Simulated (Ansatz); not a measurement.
Base system: Sn in the diamond structure (space group Fd-3m, No. 227; a = 6.540 Å; relaxed with 0.1 eV smearing).

Computed with PBEsol (Ansatz, a program for electronic structure, PAW, spin-orbit coupling left out).

Base values:

| Property | Value |
|---|---|
| Pressure | 0.0 GPa |

One thing is altered: the cell is scaled by 1.0100 in all directions, atoms relaxed at fixed cell.

**Question.** How does this affect the pressure and energy relative to the base?

**Answer.** The pressure goes from zero to -1.1 GPa; the energy goes up by 3.9 meV/atom.

The cells carry an imposed strain or load. Whether these cells are dynamically stable was not tested.
